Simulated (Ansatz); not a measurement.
Cl on the 1x1 (111) surface of fcc Au (the real clean face reconstructs), one in a 1x1 cell, energies for each (7.5 Å²). Energies are against ½ Cl2(g), without zero-point or thermal terms; each row is named by its start.

All values below come from PBE (plane waves to 420 eV, PAW; Ansatz, a quantum-chemistry and plane-wave program).

Slab: 5 atoms, 7.2 Å thick at the start under the adsorbate (thin: gaps and levels are the slab's own); k 12x12x1, smearing 0.1 eV, dipole-corrected; 2 atoms held, the rest relaxed; each run with such symmetry as its start has; no spin, no spin-orbit, no U, no dispersion correction.

A negative adsorption energy means that the adsorbate is more stable on the surface than in its reference. Heights count from the host atoms within 0.3 Å of the top one.

| starting site | E_ads (eV) | height (Å) | nearest host atom (Å) | bonded to | Δ work function (eV) | lateral drift (Å) |
|---|---|---|---|---|---|---|
| top Au | 0.03 | 2.46 | Au 2.46 | Au | 1.24 | 0.0 |
| hollow Au-Au-Au over Au at depth 2.4 Å | 0.23 | 2.35 | Au 2.90 | 3 Au | 1.47 | 0.0 |
| hollow Au-Au-Au over Au at depth 4.8 Å | 0.25 | 2.35 | Au 2.90 | 3 Au | 1.47 | 0.0 |
| bridge Au-Au (span 2.9 Å) | [?] | 2.30 | Au 2.73 | 2 Au | [?] | 0.2 |

Task: Some entries are withheld; supply them.

Result: 
- bridge Au-Au (span 2.9 Å), E_ads (eV): 0.19
- bridge Au-Au (span 2.9 Å), Δ work function (eV): 1.38
